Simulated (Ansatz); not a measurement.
Base system: GaN in the wurtzite structure (space group P6_3mc, No. 186; a = 3.183 Å, c = 5.186 Å).

The change: hydrostatic tension (pressure −2 GPa).

Levels (all Ansatz, a first-principles code, PAW, earlier PAW set): PBEsol (420 eV, no spin-orbit coupling); r2SCAN (500 eV, no spin-orbit coupling).

The geometry is relaxed with PBEsol.

| Item | Value |
|---|---|
| PBEsol band gap | 1.81 eV |
| PBEsol electron mass | 0.15 mₑ along c, 0.17 mₑ across (at Γ) |
| PBEsol width of the top valence band | 2.78 eV |
| PBEsol gap character | direct at Γ |

With r2SCAN at the same geometry, the band gap rises by 0.468 eV to 2.27 eV; the electron mass becomes 0.17 mₑ along c, 0.18 mₑ across (at Γ) (PBEsol: 0.15 mₑ along c, 0.17 mₑ across (at Γ)); the width of the top valence band increases by 0.03 eV (2.78 eV → 2.81 eV); the gap character remains direct at Γ.

Single points use the geometry relaxed with PBEsol. Their cutoffs differ, which shifts pressures a little. Load acts through the strain it causes; cell and atoms are relaxed under it. Masses are band curvatures over ±0.01 Å⁻¹ around the edge. Stability against distortions was not tested.
